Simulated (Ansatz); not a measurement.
Amorphous Zr$_{20}$O$_{43}$Y$_{2}$, 65 atoms at 5.28 g/cm³, one PBE-relaxed geometry, zone centre. Methods: PBE, scalar-relativistic without spin-orbit coupling (Ansatz, a first-principles code); r2SCAN, scalar-relativistic without spin-orbit coupling (Ansatz); HSE06, scalar-relativistic without spin-orbit coupling (Ansatz). Plane waves to 420 eV (r2SCAN 500 eV); exact exchange is cut at the cell's faces. At PBE the levels at the filled edge of the gap are localised (band-tail or defect states). All rungs ran without spin polarisation.

It comes from a melt-quench run on a machine-learned potential (CHGNet), relaxed afterwards by DFT. O atoms were pushed apart under 1.9 Å during the dynamics, to hinder bonds among them. The hot cell started wider than the set density and was brought back towards it in steps. It is the lowest in DFT energy of 2 quenches. It is a model cell: composition and starting density were chosen by hand, and all elements were melted together. No dispersion term was used. Its density started from a set value of 5.28 and ended at 5.28 g/cm³. Cooling (nominally 450 K/ps over its main leg) ran many orders faster than in experiment, which tends to leave more defects and strain. A cell of this size samples the disorder only roughly. The volume was held where the preparation left it and the shape relaxed, at a PBE pressure of -1.4 GPa (tension). Stress components on the final sampling reach 1.4 GPa. On a 2×2×2 Γ-centred mesh force components of up to 0.14 eV/Å stay, since the relaxation ran on the zone centre alone.

The relaxation ran on the zone centre alone. At PBE the level gap is 3.44 eV on a 2×2×2 Γ-centred mesh, and the spacing at the zone centre alone 3.46 eV.

### Question
What zone-centre spacing does r2SCAN give, roughly?

### Answer
3.91 eV (+0.44 eV against PBE).

### Question
What zone-centre spacing does HSE06 give, roughly?

### Answer
4.96 eV (+1.50 eV against PBE).

The highest filled and the lowest empty state spread over these numbers of atoms (participation numbers): PBE: 8.6 and 14.4; r2SCAN: 8.7 and 13.5; HSE06: 9.4 and 13.7.
